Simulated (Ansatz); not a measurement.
For white tin (β-Sn), LDA in Ansatz (PAW) gives:

```
Item                   Value
------------------  --------
lattice constant a   5.787 Å
c axis length        3.126 Å
bulk modulus B0     60.0 GPa
```

### Question
What does r²SCAN+SOC (plane waves, PAW; Ansatz, a quantum-chemistry and plane-wave program) give for the same quantities?

### Answer

- lattice constant a: 5.884 Å (increases by 1.7 %)
- lattice parameter c: 3.186 Å (goes up by 1.9 %)
- bulk modulus: 53.9 GPa (decreases by 10 %)

For comparison: lattice constant a 5.831 Å (measured, 293 K, no zero-point or thermal correction; as tabulated in Wikipedia's data pages); lattice parameter c 3.181 Å (measured, 293 K, no zero-point or thermal correction; as tabulated in Wikipedia's data pages); bulk modulus 57.0 GPa (measured, temperature not stated, not corrected to a static lattice; as tabulated in Chen et al. (2023), arXiv:2209.05059).

Changes are worked out from the printed values.

Unless a cell is named, each level is at its own relaxed cell (LDA 26.17, r²SCAN+SOC 27.58 Å³/atom).

Ansatz's density-functional and Hartree–Fock values are scalar-relativistic unless marked +SOC, with PAW data made under PBE.
